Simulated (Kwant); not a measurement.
Computed with Kwant: Hückel tight-binding model, one pz orbital an atom, one spin, coherent transport at 0 K. Conductance is in e²/h.

System: π system C=Cc1ccccc1 between two chain leads. The π system is taken as planar. Atoms are numbered from 0 in the order of the SMILES. Site energies (eV, carbon 0): [0.0, 0.0, 0.0, 0.0, 0.0, 0.0, 0.0, 0.0]. Bonds (i, j, β in eV): (0,1,-2.4) (1,2,-2.4) (2,3,-2.4) (3,4,-2.4) (4,5,-2.4) (5,6,-2.4) (6,7,-2.4) (7,2,-2.4). Leads: chains of hopping −3.6 eV, joined by −0.48 eV to atoms 3 and 4.

Site energies and bond integrals are typed Hückel values.

Sweep values stay those of the base run.

One input was changed, with this effect: transmission at E = 0 0.00071 → 0.0028.

Task: Which change was it?
A) contacts moved from atoms [3, 4] to [1, 5]
B) contacts moved from atoms [3, 4] to [0, 1]
C) contacts moved from atoms [3, 4] to [1, 4]
D) contacts moved from atoms [3, 4] to [1, 3]
E) contacts moved from atoms [3, 4] to [4, 6]
F) contacts moved from atoms [3, 4] to [4, 5]

Result: B, contacts moved from atoms [3, 4] to [0, 1]
